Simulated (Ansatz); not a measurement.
## How far to go with the plane-wave cutoff: TiCd (P4mm, 4 atoms in the cell)

```xyz
4
Lattice="2.9025 0.0000 0.0000 0.0000 2.9025 0.0000 0.0000 0.0000 9.0593" Properties=species:S:1:pos:R:3 pbc="T T T"
Ti     0.0000     1.4513     3.5946
Ti     1.4513     0.0000     5.5146
Cd     0.0000     1.4513     7.8514
Cd     1.4513     0.0000     1.2079
```

Computed with PBEsol, default PAW files made with PBE (plane waves; Ansatz, a first-principles code).

Base settings: basis.ecutwfc = 420 eV; kpoints.mp_grid.grid = 9 9 3; hamiltonian.xc = pbesol; hamiltonian.pseudopotentials = {kind: paw} (the program's default PAW files); scf.occupations.method = fermi_dirac; scf.occupations.width = 0.1 eV.

The second cell is the first with its lattice scaled by 0.98.

The mesh stays at the base's, so the ladder's end is converged at best in this setting alone.

The first pressure column holds Ansatz's estimate of the finite-basis (Pulay) stress, which hides part of the cutoff error; the other is without it.

Only quantities that move along the ladder and can be compared are tabulated.

The count of work is k-points × plane waves × bands × iterations; it is no time. 

The starting cell comes from a database of computed structures (which also holds hypothetical and non-ambient phases and stackings), without a prior relaxation at this level. Its lattice was rescaled by up to half a per cent. One atom was moved a little off its site on purpose. Spin polarisation is off. In the base run, with a pressure of about -4 GPa the cell is away from its equilibrium volume at this level.

| basis.ecutwfc | free energy less the last step's (meV/atom) | energy of the compressed cell less the first (meV/atom) | pressure (GPa) | pressure without the Pulay estimate (GPa) | largest difference of a force vector from the last step's (eV/Å) | count of work / last |
|---|---|---|---|---|---|---|
| 145 eV | 60389.53 | -211.70 | -40.71 | -1596.19 | 2.381 | 0.091 |
| 170 eV | 26710.52 | -93.31 | -5.51 | -864.98 | 1.569 | 0.086 |
| 190 eV | 13144.11 | 160.65 | 6.23 | -498.84 | 0.351 | 0.11 |
| 210 eV | 6307.68 | -3.51 | 0.79 | -279.41 | 0.653 | 0.11 |
| 230 eV | 2903.13 | -22.26 | -3.36 | -150.62 | 0.214 | 0.12 |
| 250 eV | 1298.37 | -7.56 | -4.18 | -79.48 | 0.065 | 0.14 |
| 295 eV | 172.57 | -7.23 | -3.79 | -17.74 | 0.040 | 0.15 |
| 335 eV | 20.18 | -6.79 | -3.66 | -5.85 | 0.002 | 0.19 |
| 380 eV | 2.31 | -6.81 | -3.68 | -3.80 | 0.000 | 0.23 |
| 420 eV | 1.45 | -6.84 | -3.68 | -3.71 | 0.001 | 0.26 |
| 460 eV | 0.97 | -6.85 | -3.68 | -3.71 | 0.001 | 0.30 |
| 505 eV | 0.67 | -6.86 | -3.68 | -3.69 | 0.001 | 0.36 |
| 565 eV | 0.51 | -6.86 | -3.68 | -3.69 | 0.001 | 0.42 |
| 630 eV | 0.32 | -6.87 | -3.68 | -3.69 | 0.000 | 0.49 |
| 735 eV | 0.14 | -6.87 | -3.68 | -3.69 | 0.000 | 0.62 |
| 840 eV | 0.07 | -6.88 | -3.69 | -3.69 | 0.000 | 0.76 |
| 1010 eV | 0.00 | -6.88 | -3.69 | -3.69 | 0.000 | 1.0 |

Coarsest basis.ecutwfc that holds the free energy within 2 meV/atom of the last step, with all finer ones: 420 eV, at 0.26 of the last step's count of work; the step before is off by 2.3 meV/atom.

Coarsest basis.ecutwfc that holds the pressure within 1 GPa of the last step, with all finer ones: 230 eV, at 0.12 of the last step's count of work; the step before is off by 4.5 GPa.

Coarsest basis.ecutwfc that holds the energy of the compressed cell less the first within 0.5 meV/atom of the last step, with all finer ones: 295 eV, at 0.15 of the last step's count of work; the step before is off by 0.68 meV/atom.

The energy difference between the two cells stays within 1 meV/atom of the last step's from 250 eV on, the total only from 460 eV on: much of the error is common to both cells and cancels.

At the lowest cutoff the pressure without the Pulay estimate lies 1590 GPa under the last step's, the usual sign of Pulay stress in an incomplete plane-wave basis.

Keys are those of Ansatz 0.2.
